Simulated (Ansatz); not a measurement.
The starting structures come from a database of crystals and need not be the phases stable at ambient conditions.

Inside the gap of an insulator the Bloch states are evanescent, with a wavenumber k + iκ along the transport direction.

Here is the system:

```xyz
20
Lattice="5.7812 0.0000 0.0000 0.0000 9.6395 0.0000 0.0000 3.0663 4.5877" Properties=species:S:1:pos:R:3 pbc="T T T"
Na     3.2394     7.9961     1.2781
Na     2.5418     4.7096     3.3096
Na     0.3488     9.5294     3.3096
Na     5.4325     3.1764     1.2781
Na     2.8906     1.5331     2.2938
Na     0.0000     6.3529     2.2938
Sc     2.8906     4.8197     0.0000
Sc     0.0000     0.0000     0.0000
F      1.2250     4.8198     1.1571
F      4.5563     7.8859     3.4306
F      4.1156     3.0662     3.4306
F      1.6656     9.6396     1.1571
F      1.8532     7.3306     2.9563
F      3.9281     5.3751     1.6314
F      4.7438    10.1949     1.6314
F      1.0374     2.5109     2.9563
F      0.3987     4.9970     4.1106
F      5.3826     7.7088     0.4771
F      3.2893     2.8890     0.4771
F      2.4919     9.8167     4.1106
```

Space group of this cell: P2_1/c. The cell is taken as given.

Transport runs along the normal of the first two printed cell vectors.

No gap correction and no spin-orbit coupling; mid-gap values are interpolated between computed energies.

Give the band gap and the smallest decay constant κ at mid-gap that r2SCAN in Ansatz (a first-principles code) yields.

Gap 7.90 eV on a 6×4×8 mesh; κ = 0.590 1/Å, at the zone centre.
